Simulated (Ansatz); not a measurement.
Take KTaO3 in the cubic perovskite structure (space group Pm-3m, No. 221; a = 3.9901 Å) as the base.

Structures relaxed with Kohn–Sham DFT with the r2SCAN functional, run in Ansatz (an electronic-structure program) with PAW and 500 eV plane waves, no spin-orbit coupling.

Base:

Simulated powder pattern, Cu Kα1, λ = 1.54056 Å (kinematic, ideal powder, no thermal factors, no anomalous dispersion; the 14 strongest lines at most, above 2 %, up to 2θ = 90°):

```json
[
 {"2θ (°)": "22.26", "I/Imax (%)": "69", "hkl": "(100)"},
 {"2θ (°)": "31.69", "I/Imax (%)": "100", "hkl": "(110)"},
 {"2θ (°)": "39.07", "I/Imax (%)": "8.0", "hkl": "(111)"},
 {"2θ (°)": "45.42", "I/Imax (%)": "32", "hkl": "(200)"},
 {"2θ (°)": "51.15", "I/Imax (%)": "32", "hkl": "(210)"},
 {"2θ (°)": "56.44", "I/Imax (%)": "40", "hkl": "(211)"},
 {"2θ (°)": "66.19", "I/Imax (%)": "19", "hkl": "(220)"},
 {"2θ (°)": "70.78", "I/Imax (%)": "16", "hkl": "(221)"},
 {"2θ (°)": "75.25", "I/Imax (%)": "18", "hkl": "(310)"},
 {"2θ (°)": "79.62", "I/Imax (%)": "4.8", "hkl": "(311)"},
 {"2θ (°)": "83.94", "I/Imax (%)": "6.6", "hkl": "(222)"},
 {"2θ (°)": "88.22", "I/Imax (%)": "7.4", "hkl": "(320)"}
]
```

The change: full substitution O → S, then cell and atoms are relaxed.

Task: Where do the lines fall after the change?

Result: 
Simulated powder pattern, Cu Kα1, λ = 1.54056 Å (kinematic, ideal powder, no thermal factors, no anomalous dispersion; the 14 strongest lines at most, above 2 %, up to 2θ = 90°):

```json
[
 {"2θ (°)": "18.31", "I/Imax (%)": "97", "hkl": "(100)"},
 {"2θ (°)": "26.01", "I/Imax (%)": "100", "hkl": "(110)"},
 {"2θ (°)": "37.11", "I/Imax (%)": "58", "hkl": "(200)"},
 {"2θ (°)": "41.68", "I/Imax (%)": "50", "hkl": "(210)"},
 {"2θ (°)": "45.88", "I/Imax (%)": "45", "hkl": "(211)"},
 {"2θ (°)": "53.49", "I/Imax (%)": "39", "hkl": "(220)"},
 {"2θ (°)": "57.02", "I/Imax (%)": "26", "hkl": "(300)"},
 {"2θ (°)": "60.42", "I/Imax (%)": "20", "hkl": "(310)"},
 {"2θ (°)": "66.89", "I/Imax (%)": "13", "hkl": "(222)"},
 {"2θ (°)": "70.01", "I/Imax (%)": "12", "hkl": "(320)"},
 {"2θ (°)": "73.07", "I/Imax (%)": "23", "hkl": "(321)"},
 {"2θ (°)": "79.05", "I/Imax (%)": "6.2", "hkl": "(400)"},
 {"2θ (°)": "81.99", "I/Imax (%)": "16", "hkl": "(322)"},
 {"2θ (°)": "84.91", "I/Imax (%)": "12", "hkl": "(411)"}
]
```

The indices refer to each structure's own conventional cell; one index is shown for lines that coincide.

Whether these cells are dynamically stable was not tested. As relaxed here, KTaS3 is a hypothetical phase, not in the database extracts checked. The final runs are not spin-polarised.
